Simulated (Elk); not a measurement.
**Worked example: self-consistent single point of LiF (Fm-3m, 2 atoms in the cell) in Elk**

Computed with Elk 10.2.4 with PBE, all-electron FP-LAPW, Elk's shipped species files, default APW+lo basis.

Input as run:

```
tasks
  0

xctype
  20

rgkmax
  7.0

rmtscf
  0.94

stype
  0

swidth
  0.0001

scale
  5.39314005

avec
    0.0000000000    0.7071067812    0.7071067812
    0.7071067812    0.0000000000    0.7071067812
    0.7071067812    0.7071067812    0.0000000000

sppath
  './'

atoms
  2   : nspecies
  'Li.in'   : spfname
  1   : natoms; atposl, bfcmt below
  0.0000000000  0.0000000000  0.0000000000    0.0 0.0 0.0
  'F.in'   : spfname
  1   : natoms; atposl, bfcmt below
  0.5000000000  0.5000000000  0.5000000000    0.0 0.0 0.0

ngridk
  9 9 9
```

Output, abridged:

```
│ Elk code version 10.2.4 │

All units are atomic (Hartree, Bohr, etc.)

│ Ground-state run starting from atomic densities │

Lattice vectors :
   0.000000000       3.813525901       3.813525901
   3.813525901       0.000000000       3.813525901
   3.813525901       3.813525901       0.000000000

Unit cell volume      :    110.9200603
Brillouin zone volume :    2.236297138

Muffin-tin inner radius fraction :   0.1000000000E-01

Nuclei treated as point charges

Species :    1 (Li)
 parameters loaded from : Li.in
 name : lithium
 nuclear charge    :   -3.000000000
 electronic charge :    3.000000000
 atomic mass :    12652.66897
 muffin-tin radius :    1.692000000
 number of radial points in muffin-tin :    297
 atomic positions (lattice), magnetic fields (Cartesian) :
   1 :   0.00000000  0.00000000  0.00000000    0.00000000  0.00000000  0.00000000

Species :    2 (F)
 parameters loaded from : F.in
 name : fluorine
 nuclear charge    :   -9.000000000
 electronic charge :    9.000000000
 atomic mass :    34631.97042
 muffin-tin radius :    1.880000000
 number of radial points in muffin-tin :    297
 atomic positions (lattice), magnetic fields (Cartesian) :
   1 :   0.50000000  0.50000000  0.50000000    0.00000000  0.00000000  0.00000000

Total number of atoms per unit cell :    2

Spin treatment :
 spin-unpolarised

Number of Bravais lattice symmetries :   48
Number of crystal symmetries         :   48
Crystal has inversion symmetry
Real symmetric eigensolver will be used

k-point grid :      9     9     9
k-point offset :    0.000000000       0.000000000       0.000000000
k-point set is reduced with full crystal symmetry group
Total number of k-points :       35

Muffin-tin radius times maximum |G+k| :    7.000000000
 using average radius
Maximum |G+k| for APW functions       :    3.919372900
Maximum (1/2)|G+k|²                   :    7.680741966
Maximum |G| for potential and density :    12.00000000
 potential will be trimmed for |G| > 2 gkmax
Constant for pseudocharge density :    6
Radial integration step length :    4

G-vector grid sizes :     21    21    21
Number of G-vectors :     3287

Maximum angular momentum used for
 APW functions                      :    8
 outer part of muffin-tin           :    6
 inner part of muffin-tin           :    1

Total nuclear charge    :   -12.00000000
Total core charge       :    2.000000000
Total valence charge    :    10.00000000
Total excess charge     :    0.000000000
Total electronic charge :    12.00000000

Effective Wigner radius, rₛ :    1.301907355

Number of empty states         :    8
Total number of valence states :   13
Total number of core states    :    2

Total number of local-orbitals :   13

Exchange-correlation functional :     20     0     0
 Perdew-Burke-Ernzerhof, Phys. Rev. Lett. 77, 3865 (1996)
 gradient requirement :    1
 generalised gradient approximation (GGA)

Smearing type :    0
 Gaussian
Smearing width :   0.1000000000E-03
Effective electronic temperature (K) :    31.57750248

Mixing type :    3
 Broyden mixing, J. Phys. A: Math. Gen. 17, L317 (1984)

Kohn-Sham potential initialised from atomic data

│ Self-consistent loop started │
│ Loop number : 1 │
 total energy                :     -110.337903778
│ Loop number : 2 │
 total energy                :     -110.283680925
RMS change in Kohn-Sham potential (target) :    23.98415440     (  0.1000000000E-05)
Absolute change in total energy (target)   :   0.5422285315E-01 (  0.1000000000E-03)
│ Loop number : 3 │
 total energy                :     -109.363588040
RMS change in Kohn-Sham potential (target) :    15.03067934     (  0.1000000000E-05)
Absolute change in total energy (target)   :   0.9336485985     (  0.1000000000E-03)
│ Loop number : 4 │
 total energy                :     -108.158294265
RMS change in Kohn-Sham potential (target) :    5.675658171     (  0.1000000000E-05)
Absolute change in total energy (target)   :    1.438705924     (  0.1000000000E-03)
│ Loop number : 5 │
 total energy                :     -107.854387975
RMS change in Kohn-Sham potential (target) :    1.615368356     (  0.1000000000E-05)
Absolute change in total energy (target)   :   0.6635827707     (  0.1000000000E-03)
│ Loop number : 6 │
 total energy                :     -107.635202622
RMS change in Kohn-Sham potential (target) :   0.3309032853     (  0.1000000000E-05)
Absolute change in total energy (target)   :   0.3850810462     (  0.1000000000E-03)
│ Loop number : 7 │
 total energy                :     -107.597635031
RMS change in Kohn-Sham potential (target) :   0.2560381895E-01 (  0.1000000000E-05)
Absolute change in total energy (target)   :   0.1338378527     (  0.1000000000E-03)
│ Loop number : 8 │
 total energy                :     -107.594702386
RMS change in Kohn-Sham potential (target) :   0.1421910367E-01 (  0.1000000000E-05)
Absolute change in total energy (target)   :   0.3639210819E-01 (  0.1000000000E-03)
│ Loop number : 9 │
 total energy                :     -107.591788223
RMS change in Kohn-Sham potential (target) :   0.3081579164E-02 (  0.1000000000E-05)
Absolute change in total energy (target)   :   0.1201218937E-01 (  0.1000000000E-03)
│ Loop number : 10 │
 total energy                :     -107.591512717
RMS change in Kohn-Sham potential (target) :   0.3718964570E-03 (  0.1000000000E-05)
Absolute change in total energy (target)   :   0.3278553531E-02 (  0.1000000000E-03)
│ Loop number : 11 │
 total energy                :     -107.591507050
RMS change in Kohn-Sham potential (target) :   0.1614177480E-03 (  0.1000000000E-05)
Absolute change in total energy (target)   :   0.8253051646E-03 (  0.1000000000E-03)
│ Loop number : 12 │
 total energy                :     -107.591502410
RMS change in Kohn-Sham potential (target) :   0.6294525550E-04 (  0.1000000000E-05)
Absolute change in total energy (target)   :   0.2109662426E-03 (  0.1000000000E-03)
│ Loop number : 13 │
 total energy                :     -107.591501982
RMS change in Kohn-Sham potential (target) :   0.2912673683E-05 (  0.1000000000E-05)
Absolute change in total energy (target)   :   0.5317029755E-04 (  0.1000000000E-03)
│ Loop number : 14 │
 total energy                :     -107.591501451
RMS change in Kohn-Sham potential (target) :   0.1504876809E-05 (  0.1000000000E-05)
Absolute change in total energy (target)   :   0.1382276358E-04 (  0.1000000000E-03)
│ Loop number : 15 │
 total energy                :     -107.591501148
RMS change in Kohn-Sham potential (target) :   0.2751105330E-06 (  0.1000000000E-05)
Absolute change in total energy (target)   :   0.3759382665E-05 (  0.1000000000E-03)
Convergence targets achieved

│ Loop number : 16 │

Energies :
 Fermi                       :    -0.689847794913E-01
 sum of eigenvalues          :     -53.3967134084
 electron kinetic            :      107.313594571
 core electron kinetic       :      74.4705315156
 Coulomb                     :     -202.515054018
 Coulomb potential           :     -144.775571857
 nuclear-nuclear             :     -25.8583355547
 electron-nuclear            :     -208.537865071
 Hartree                     :      31.8811466068
 Madelung                    :     -130.127268090
 xc potential                :     -15.9347361221
 exchange                    :     -12.0117716224
 correlation                 :    -0.378270046427
 total energy                :     -107.591501117

Density of states at Fermi energy :   0.8127561527E-05
 (states/Hartree/unit cell)

Estimated indirect band gap :   0.3312011515
 from k-point      1 to k-point      1
Estimated direct band gap   :   0.3312011515
 at k-point      1

Charges :
 core                        :    2.000000000
 valence                     :    10.00000000
 interstitial                :   0.9760684224
 muffin-tins (core leakage)
  species :    1 (Li)
   atom    1                 :    2.129105936     (   0.000000000    )
  species :    2 (F)
   atom    1                 :    8.894825641     (  0.6814371289E-10)
 total in muffin-tins        :    11.02393158
 total calculated charge     :    12.02547428
 total charge                :    12.00000000
 error                       :   0.2547428072E-01

│ Self-consistent loop stopped │
```

The run converged in 16 iterations. The count includes the last loop, which Elk runs after its targets are met.

The starting cell comes from a database of computed structures (which also holds hypothetical and non-ambient phases and stackings), without a prior relaxation at this level. Its lattice was rescaled by a random factor within 2.5 % of one. Values depend on the basis (sphere radii, cutoffs, local orbitals), which need not be converged.
